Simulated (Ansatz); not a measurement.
We consider CoO (model structure, F-43m, No. 216, 2 atoms in the cell), described by r²SCAN (Ansatz, a first-principles code, plane waves, PAW).

Settings: plane-wave cutoff 560 eV, 22×22×22 k mesh, Fermi–Dirac smearing 0.05 eV, spin-polarised with parallel moments, scalar-relativistic PAW data made under PBE.

Cell (relaxed at this level):

```yaml
crystal:
  lattice:
    - [0.00000, 2.27099, 2.27099]
    - [2.27099, 0.00000, 2.27099]
    - [2.27099, 2.27099, 0.00000]
  atoms:
    - { symbol: O, position: [0.75000, 0.75000, 0.75000] }
    - { symbol: Co, position: [0.00000, 0.00000, 0.00000], spin: 3.0 }
```

**Question.** Predict the band gap and smallest direct gap on the k points sampled.

**Answer.** 
- band gap: 0.32 eV
- smallest direct gap on the k points sampled: 0.33 eV

Note: the magnetic order was assumed, not searched for or taken from measurement; the relaxation could raise the start's symmetry but not lower it, so the cell can be a saddle point; without U or exact exchange, gaps and moments of open d shells tend to come out too small.

Spins in the cell block are starting values.

The computed numbers hold no vibrational or temperature effects.

A model structure was made by putting elements into a prototype or built by hand; it is no filed structure, need not be a known phase, and can be a saddle point held by its symmetry.
